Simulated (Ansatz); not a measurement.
The starting structures come from a database of crystals and need not be the phases stable at ambient conditions.

 Where the default PAW files enter, the runs use the earlier of Ansatz's two default sets.

By PBEsol, the system below comes out a metal.

A figure of merit of an interconnect metal is its ballistic conductance per area.

Input:

```yaml
crystal:
  lattice:
    - [3.11286, 0.00000, 0.00000]
    - [-1.55643, 2.69582, 0.00000]
    - [0.00000, 0.00000, 4.72374]
  atoms:
    - { symbol: Ta, position: [0.66667, 0.33333, 0.74529] }
    - { symbol: Ta, position: [0.33333, 0.66667, 0.25471] }
    - { symbol: N, position: [0.00000, 0.00000, 0.00000] }
```

Space group of this cell: P-3m1, anti-CdI2 type. The cell is strained (lengths along the current scaled by 0.97, ions clamped).

The current flows along the normal of the first two printed cell vectors, the (001) (indices of the unstrained crystal) plane of the conventional cell. No spin-orbit coupling; the value is a mean over 0.1 eV about the Fermi level.

Problem. Predict the ballistic conductance per area from PBEsol (Ansatz, an electronic-structure program).

Solution. 0.84 × 10¹⁵ S/m² for both spins.
